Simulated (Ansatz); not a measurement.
Functionals compared on a constructed model of the (0001) surface of 4H silicon carbide, Si-terminated, (√3x√3)R30° Sb adatom at H3 (bottom of the slab: 3 H on 3 bottom sites), in Ansatz (plane waves, PAW). The structure was relaxed with PBE; the other rows are single points on it. Cutoff 420 eV (500 eV for r2SCAN). HSE06 used the coarser mesh 4x4x1.

Slab: 28 atoms, 11.2 Å thick at the start with caps and adatoms (thin: gaps and levels are the slab's own); k 6x6x1, smearing 0.025 eV, dipole-corrected; 6 atoms held, the rest relaxed; start symmetry kept, larger cells not searched; no spin, no spin-orbit, no U. In PBE it lies 0.11 eV a 1x1 cell over the lowest computed structure of the same composition ((√3x√3)R30° Sb adatom at T4). These notes are the PBE run's.

```
functional  gap of the slab on its k-mesh (eV)  highest filled level below the top vacuum level (eV)  rough cost of the single point
----------  ----------------------------------  ----------------------------------------------------  ------------------------------
PBE                                       1.81                                                  5.45                               –
r2SCAN                                       …                                                     …  around 50 core-seconds (rough)
```

**Question.** Fill in the missing entries.

**Answer.** 
- r2SCAN, gap of the slab on its k-mesh (eV): 2.04
- r2SCAN, highest filled level below the top vacuum level (eV): 5.72

Ansatz is a program for electronic structure.
